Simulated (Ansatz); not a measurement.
## Migration barriers: interstitial O in monoclinic ZrO2, neutral cell

Consider interstitial O in monoclinic ZrO2, neutral cell. All values below come from PBE, PAW (plane waves to 420 eV; Ansatz, a first-principles code).

Cell of 96 host sites held at the relaxed PBE lattice; the Γ point alone; Fermi-Dirac width 0.01 eV, spin-restricted; finite-size errors left in. Energies are static. The charge state is imposed; whether it is stable for some Fermi level was not computed. Sites that were not tried may lie lower.

Barriers: single points on a 2×2×2 k-point mesh shifted by half a step at the bands' geometries.

| Route | Start site over the lowest site run (eV) | Hop (Å) | Forward barrier (eV) | Backward barrier (eV) | Neighbours at the start | Neighbours at the saddle | Saddle order | Forward, on the band's own sampling (eV) |
|---|---|---|---|---|---|---|---|---|
| several atoms move together, O the farthest | 0.00 | 2.08 | 0.81 | 0.81 | O at 1.48; Zr at 2.18 Å | O at 1.80, O at 1.91; Zr at 2.05 Å | first order | 0.80 |

Paths come from CI-NEB runs.   A further band (several atoms move together, O the farthest, 3.11 Å) gave 0.80 eV forward on its own sampling, 0.80 eV above the lowest site run, but a shoulder points to a second hump between its images, so it is not taken as a result.

The whole set of runs took about 7 core-hours (a rough figure).
